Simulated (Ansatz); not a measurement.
SiGe (model structure, Pmma, No. 51, 4 atoms in the cell) was calculated with PBE0 (plane waves, PAW; Ansatz, a first-principles code).

The input as run:

Ansatz 0.2 input:
```yaml
crystal:
  lattice:
    - [3.9177627896, 0.0, 0.0]
    - [0.0, 3.9233103781, 0.0]
    - [0.0, 0.0, 5.5413381527]
  atoms:
    - { symbol: Si, position: [0.75, 0.0, 0.8802379392] }
    - { symbol: Si, position: [0.25, 0.0, 0.1197620608] }
    - { symbol: Ge, position: [0.25, 0.5, 0.3691824952] }
    - { symbol: Ge, position: [0.75, 0.5, 0.6308175048] }
basis:
  ecutwfc: 460
  ecutrho_ratio: 4
  xc_grid: 2
kpoints:
  mp_grid: { grid: [6, 6, 6] }
hamiltonian:
  xc: pbe0
  dispersion: none
  pseudopotentials: { kind: paw }
scf:
  occupations: { method: fermi_dirac, width: 0.01 }
  convergence: { dr2_threshold: 0.0000000004 }
output:
  forces: true
  stress: true
  eigenvalues: true
```

### Question
How many irreducible k-points, plane waves at Γ does the program set up, and what pressure does the run end with?

### Answer
64 irreducible k-points, 1907 plane waves at Γ; P = 0.26 GPa, so the cell is compressed on average and its volume would grow at this level.

Excerpt of the program's output:

```
WARN output.stress: scf.exx.energy_threshold = 1e-6 eV is looser than the 4e-8 eV advised for a stress under a hybrid functional (1e-8 eV for each atom of the …
Crystal: 4 atoms, lattice volume = 85.174 Å³
Basis set: ecut = 460 eV, 1907 PW (Γ), exchange–correlation on 60×60×80 points (8 copies of the dense FFT grid, shifted against one another)
Bands: 22, of which v1, the nominal top of the filled ones, is band 18 counted from 1 (17 counted from 0)
Symmetry: 8 space group operations
Space group: Pmma (ITA 51), of the structure as read, at distance tolerance 4.4e-5 Å
k-points: 64 of 216
Functional: x = pbe(κ = 0.804, μ = 0.2195149727645171), c = pbe(β = 0.06672455060314922), warm-up for x = 0.75 pbe(κ = 0.804, μ = 0.2195149727645171) + 0.25 exact, c = pbe(β = 0.06672455060314922)
SCF iter   1: F=—  HF=-9861.469749 eV  |F-HF|=—  |Δ(HF+E_count)|=         —  Δρ=9.93e-4  dr2=8.93e-4
SCF iter   2: F=—  HF=-9861.470224 eV  |F-HF|=—  |Δ(HF+E_count)|=   4.75e-4  Δρ=4.71e-4  dr2=1.78e-4
  ...
Crystal: 4 atoms, lattice volume = 85.174 Å³
Initial density: handed on by an earlier stage of this run
Functional: x = 0.75 pbe(κ = 0.804, μ = 0.2195149727645171) + 0.25 exact, c = pbe(β = 0.06672455060314922)
Crystal: 4 atoms, lattice volume = 85.174 Å³
Crystal: 4 atoms, lattice volume = 85.174 Å³
SCF iter   1: F=—  HF=-9864.564076 eV  |F-HF|=—  |Δ(HF+E_count)|=         —  Δρ=1.59e-6  dr2=9.72e-10
SCF iter   2: F=-9864.564076 eV  HF=-9864.564076 eV  |F-HF|=1.46e-11  |Δ(HF+E_count)|=  3.27e-11  Δρ=2.76e-7  dr2=9.58e-11
SCF 4 converged in 2 iterations: F = -9864.564076 eV  dr2 = 9.58e-11
Free energy (F): -9864.564076 eV
Internal energy: -9864.564076 eV  (E = F + TS)
E sigma→0 (E₀):  -9864.564076 eV
Fermi energy:    7.667059 eV
--- Forces (eV/Å), atoms counted from 1 ---
  atom   1  Si     0.00000000     0.00000000    -0.00424154
  atom   2  Si     0.00000000     0.00000000     0.00424154
  atom   3  Ge     0.00000000     0.00000000     0.01537504
  atom   4  Ge     0.00000000     0.00000000    -0.01537504
--- Stress (GPa, compression-positive) ---
        0.316180       0.000000       0.000000
        0.000000       0.320441       0.000000
        0.000000       0.000000       0.130331
  P = ⅓ Tr σ = 0.2557 GPa (2.557 kbar)
```

The PAW data were made under PBE.

Note: the relaxation could raise the start's symmetry but not lower it, so the cell can be a saddle point. Note: cell and atoms aren't relaxed at this level (pressure 0.3 GPa).

A model structure was made by putting elements into a prototype or built by hand; it is no filed structure, need not be a known phase, and can be a saddle point held by its symmetry.
